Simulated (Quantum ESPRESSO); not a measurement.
## A series of runs on W₂N₃ (P6_3/mmc, 10 atoms in the cell)

```xyz
10
Lattice="2.9194 0.0000 0.0000 -1.4597 2.5283 0.0000 0.0000 0.0000 15.8354" Properties=species:S:1:pos:R:3 pbc="T T T"
W      1.4597     0.8428     2.4887
W      0.0000     1.6855    13.3467
W      0.0000     1.6855    10.4064
W      1.4597     0.8428     5.4290
N      1.4597     0.8428    14.4660
N      0.0000     1.6855     1.3694
N      0.0000     1.6855     6.5483
N      1.4597     0.8428     9.2871
N      1.4597     0.8428    11.8765
N      0.0000     1.6855     3.9588
```

Base run A: PBEsol, GBRV 1.5 ultrasoft (PBESOL) pseudopotentials in Quantum ESPRESSO, self-consistent single point.

Its settings: ecutwfc = 40 Ry; ecutrho = 320 Ry; occupations = smearing; smearing = mp; degauss = 0.0073499 Ry; potentials = {W: w_pbesol_v1.2.uspp.F.UPF, N: n_pbesol_v1.2.uspp.F.UPF}; K_POINTS = automatic 7 7 2 0 0 0; conv_thr = 1e-10 Ry.

The starting cell comes from a database of computed structures (which also holds hypothetical and non-ambient phases and stackings), without a prior relaxation at this level. Spin polarisation is off. In the base run, with a pressure of about -11 GPa the cell is away from its equilibrium volume at this level.

ΔF is the free energy per atom less that of run A. 

```csv
run,degauss,ΔF (meV/atom),pressure (GPa),largest force (eV/Å),TS (meV/atom)
A,0.0073499 Ry,0.00,-10.99,0.561,-0.2
B,0.000146997 Ry,-0.16,-10.99,0.564,0.0
C,0.000734986 Ry,-0.16,-10.99,0.564,0.0
D,0.0018375 Ry,-0.15,-10.99,0.564,0.0
E,0.011025 Ry,0.09,-10.99,0.553,-0.2
F,0.0147 Ry,0.15,-11.00,0.545,-0.3
G,0.02205 Ry,0.45,-11.02,0.534,-1.4
H,0.036749 Ry,1.22,-11.05,0.534,-0.6
I,0.058799 Ry,-0.64,-10.97,0.537,11.8
```

Run E against A: The free energy is nearly the same (within 1 meV/atom), the pressure stays at -10.99 GPa and the largest force moves little (0.561 to 0.553 eV/Å).

Run F against A: The free energy hardly moves (within 1 meV/atom), the pressure moves little (-10.99 to -11.00 GPa) and the largest force goes from 0.561 to 0.545 eV/Å.
